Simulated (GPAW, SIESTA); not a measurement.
A SIESTA input for a self-consistent single point of NbAl₃ (I4/mmm, 4 atoms in the cell) (DFT, GGA PBEsol, numerical atomic orbitals TZP, PseudoDojo PBEsol standard norm-conserving potentials (rewritten from UPF to PSML)):

```
# files in the folder: Al.psml Nb.psml (PseudoDojo PBEsol standard)
SystemName  NbAl3
SystemLabel siesta

NumberOfAtoms                4
NumberOfSpecies              2
%block ChemicalSpeciesLabel
  1 13 Al
  2 41 Nb
%endblock ChemicalSpeciesLabel
LatticeConstant              1.0 Bohr
%block LatticeVectors
    -3.693216487    3.693216487    8.269730649
     3.693216487   -3.693216487    8.269730649
     3.693216487    3.693216487   -8.269730649
%endblock LatticeVectors
AtomicCoordinatesFormat      Ang
%block AtomicCoordinatesAndAtomicSpecies
     0.000000000    0.000000000    4.376153000  1
     0.000000000    1.954366000    2.188076500  1
     1.954366000    0.000000000    2.188076500  1
     0.000000000    0.000000000    0.000000000  2
%endblock AtomicCoordinatesAndAtomicSpecies

XC.functional                GGA
XC.authors                   PBEsol
PAO.BasisSize                TZP
PAO.EnergyShift              0.005 Ry
MeshCutoff                   400 Ry
%block kgrid.MonkhorstPack
   12   0   0  0.0
    0  12   0  0.0
    0   0  12  0.0
%endblock kgrid.MonkhorstPack
OccupationFunction           FD
ElectronicTemperature        1578.21 K

MaxSCFIterations             150
SCF.Mixer.Method             Pulay
SCF.Mixer.Weight             0.25
SCF.Mixer.History            8
SCF.DM.Tolerance             1.0E-04
Diag.ParallelOverK           true
WriteForces                  true
Charge.Mulliken              end
```

Write the same calculation as an input for GPAW.

This is the input that was run; spellings and numerical settings could be chosen otherwise.

```python
from ase import Atoms
from ase.units import GPa
from gpaw import GPAW

atoms = Atoms(['Al', 'Al', 'Al', 'Nb'],
              cell=[[-1.954366, 1.954366, 4.376153],
                    [1.954366, -1.954366, 4.376153],
                    [1.954366, 1.954366, -4.376153]],
              positions=[[0.000000, 0.000000, 4.376153],
                         [0.000000, 1.954366, 2.188077],
                         [1.954366, 0.000000, 2.188077],
                         [0.000000, 0.000000, 0.000000]],
              pbc=True)

calc = GPAW(mode={'name': 'pw', 'ecut': 600},
            xc='PBEsol',
            kpts={'size': (12, 12, 12), 'gamma': True},
            occupations={'name': 'fermi-dirac', 'width': 0.136},
            nbands=-12,
            convergence={'density': 1e-05},
            symmetry={'symmorphic': False, 'tolerance': 0.0005},
            maxiter=150,
            txt='-')

atoms.calc = calc

energy = atoms.get_potential_energy()
print('Energy (eV):', round(energy, 6))
forces = atoms.get_forces()
print('Forces (eV/Ang):')
print(forces.round(5))
stress = atoms.get_stress()
print('Stress (GPa, Voigt):', (stress / GPa).round(4))
```

Basis settings and potentials, where a program has them, do not carry over. This input uses DFT PBEsol, plane waves, GPAW PAW datasets PBEsol (made by gpaw-setup). Both were run: pressure -8.25 GPa in SIESTA and -7.50 in GPAW.

On SIESTA: the starting cell comes from a database of computed structures (which also holds hypothetical and non-ambient phases and stackings), without a prior relaxation at this level. Its lattice was rescaled by a random factor within 2.5 % of one. Spin polarisation is off. Values carry the incompleteness of an atom-centred basis. With a pressure of about -8 GPa the cell is away from its equilibrium volume at this level.

On GPAW: the starting cell comes from a database of computed structures (which also holds hypothetical and non-ambient phases and stackings), without a prior relaxation at this level. Its lattice was rescaled by a random factor within 2.5 % of one. Spin polarisation is off. With a pressure of about -7 GPa the cell is away from its equilibrium volume at this level.
